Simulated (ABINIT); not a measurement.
ABINIT run on YBRh₃ (Pm-3m, 5 atoms in the cell): self-consistent single point.

Method: PBEsol, norm-conserving pseudopotentials (PseudoDojo nc-sr-04 PBEsol standard) (plane waves; ABINIT).

The change in words: lattice scaled by 0.98. Reference geometry:
```
CELL_PARAMETERS angstrom
      4.17882     0.00000     0.00000
      0.00000     4.17882     0.00000
      0.00000     0.00000     4.17882
ATOMIC_POSITIONS crystal
  Y  0.00000 0.00000 0.00000
  B  0.50000 0.50000 0.50000
  Rh 0.00000 0.50000 0.50000
  Rh 0.50000 0.00000 0.50000
  Rh 0.50000 0.50000 0.00000
```

Reference input (self-consistent single point, DFT, PBEsol, plane waves, norm-conserving pseudopotentials (PseudoDojo nc-sr-04 PBEsol standard)): pseudos = [Y.upf, B.upf, Rh.upf]; ecut = 44 Ha; occopt = 7; tsmear = 0.136 eV; ngkpt = 7 7 7; nshiftk = 1; shiftk = 0 0 0; potentials = PseudoDojo nc-sr-04 PBEsol standard; nband = 42; kptopt = 1; nstep = 60; tolvrs = 1e-12. This run's input differs from it in these lines:

```diff
@@ -5,5 +5,5 @@
 rprim
-         7.8968253241    0.0000000000    0.0000000000
-         0.0000000000    7.8968253241    0.0000000000
-         0.0000000000    0.0000000000    7.8968253241
+         7.7388895735    0.0000000000    0.0000000000
+         0.0000000000    7.7388895735    0.0000000000
+         0.0000000000    0.0000000000    7.7388895735
 natom 5
```

Output (repeated stretches shortened):

```
--- !BeginCycle
solver: {iscf: 7, nstep: 60, nline: 4, wfoptalg: 0, }
tolerances: {tolvrs: 1.00E-12, }
...

     iter   Etot(hartree)      deltaE(h)  residm     vres2
 ETOT  1  -394.62886433643    -3.946E+02 1.876E-01 2.027E+03
 ETOT  2  -393.67200614653     9.569E-01 5.242E-02 8.143E+03
 ETOT  3  -395.48967300073    -1.818E+00 1.525E-02 9.648E+01
 ETOT  4  -395.50244903660    -1.278E-02 1.718E-02 2.182E+01
 ETOT  5  -395.50596066892    -3.512E-03 6.027E-03 1.587E+00
   [... 3 lines left out ...]
 ETOT  9  -395.50614165591    -5.769E-09 1.085E-03 3.210E-06
 ETOT 10  -395.50614165643    -5.181E-10 9.992E-04 2.916E-08
 ETOT 11  -395.50614165641     1.381E-11 4.432E-04 4.364E-10
 ETOT 12  -395.50614165639     1.916E-11 3.579E-04 2.185E-13
 At SCF step   12       vres2   =  2.19E-13 < tolvrs=  1.00E-12 =>converged.

 Cartesian components of stress tensor (hartree/bohr^3)
  sigma(1 1)= -3.07552389E-04  sigma(3 2)=  0.00000000E+00
  sigma(2 2)= -3.07552389E-04  sigma(3 1)=  0.00000000E+00
  sigma(3 3)= -3.07552389E-04  sigma(2 1)=  0.00000000E+00

 ----iterations are completed or convergence reached----

 reduced coordinates (array xred) for    5 atoms
       0.000000000000      0.000000000000      0.000000000000
       0.500000000000      0.500000000000      0.500000000000
       0.000000000000      0.500000000000      0.500000000000
       0.500000000000      0.000000000000      0.500000000000
       0.500000000000      0.500000000000      0.000000000000
 cartesian forces (eV/Angstrom) at end:
    1     -0.00000000000000    -0.00000000000000    -0.00000000000000
   [... lines left out ...]
 Fermi (or HOMO) energy (eV) =  13.88620   Average Vxc (eV)= -13.45504
   [... lines left out ...]
total_energy        : -3.95506141656394E+02
total_energy_eV     : -1.07622694395997E+04
band_energy         : -2.62469178973188E+01
...

-Cartesian components of stress tensor (GPa)         [Pressure=  9.0485E+00 GPa]
- sigma(1 1)= -9.04850217E+00  sigma(3 2)=  0.00000000E+00
- sigma(2 2)= -9.04850217E+00  sigma(3 1)=  0.00000000E+00
- sigma(3 3)= -9.04850217E+00  sigma(2 1)=  0.00000000E+00

 Calculation completed.
```

The run converged in 12 iterations. Against the reference run the free energy rises by 12.6 meV/atom and the pressure goes from -3.81 to 9.05 GPa.

The starting cell comes from a database of computed structures (which also holds hypothetical and non-ambient phases and stackings), without a prior relaxation at this level. For this run, on top of that: lattice scaled by 0.98. Spin polarisation is off. With a pressure of about 9 GPa the cell is away from its equilibrium volume at this level.

Cost on one core of a shared machine: roughly 6 min.
